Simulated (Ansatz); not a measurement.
The parent structure is CaS in the rock salt structure (space group Fm-3m, No. 225; a = 5.6332 Å). Axes: x, y, z lie along the cube axes.

The values are results of PBEsol (Ansatz, an electronic-structure program, PAW, scalar-relativistic without spin-orbit coupling), not measurements.

For the base:

```
Property     Value
--------  --------
Pressure  0.00 GPa
```

Perturbation: biaxial strain −2.50 %, plane normal [111], relaxed out of plane (Cartesian); in-plane vectors clamped, the third vector and the atoms free.

Question: What does the calculation give for the ratio −ε⊥/ε∥ after the change?

Answer: The ratio −ε⊥/ε∥ comes out as 0.73.

Question: How does this affect the pressure?

Answer: The pressure (mean of the normal stresses, compression positive) goes from zero to 2.11 GPa.

Whether these cells are dynamically stable was not tested.
